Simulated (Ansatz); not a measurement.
We consider ReC (model structure, F-43m, No. 216, 2 atoms in the cell), described by LDA in Ansatz (PAW).

Settings: plane-wave cutoff 520 eV, 20×20×20 k mesh, Fermi–Dirac smearing 0.05 eV, no spin polarisation, scalar-relativistic PAW data made under PBE.

Cell (relaxed at this level):

ReC is taken in the cubic space group F-43m (No. 216), the zinc blende structure, Pearson symbol cF8. Cell: a = b = c = 4.5750 Å, α = β = γ = 90.00°. Re on 4a has 4 C at 1.981 Å (tetrahedral). C on 4d has 4 Re at 1.981 Å (tetrahedral). (Neighbours: up to the widest gap in distance over summed covalent radii, below 1.35, at either atom; cation-cation and far metal-metal contacts left out.)
(The calculation used a cell of 2 atoms; values per cell refer to that cell.)

What does this level give for the bulk modulus B0?


- bulk modulus B0 = 312 GPa

Note: the run has no spin polarisation, so it can have missed a magnetic state; the bulk modulus is −V dP/dV from two relaxed cells at ±2 % in volume; the relaxation could raise the start's symmetry but not lower it, so the cell can be a saddle point.

Spin–orbit coupling is not included; it can open a gap where bands touch, and shift volumes and moduli.

Computed values are for the static lattice.

The result took about 60 core-seconds (a rough figure).

A model structure was made by putting elements into a prototype or built by hand; it is no filed structure, need not be a known phase, and can be a saddle point held by its symmetry.

Ansatz is an electronic-structure program.
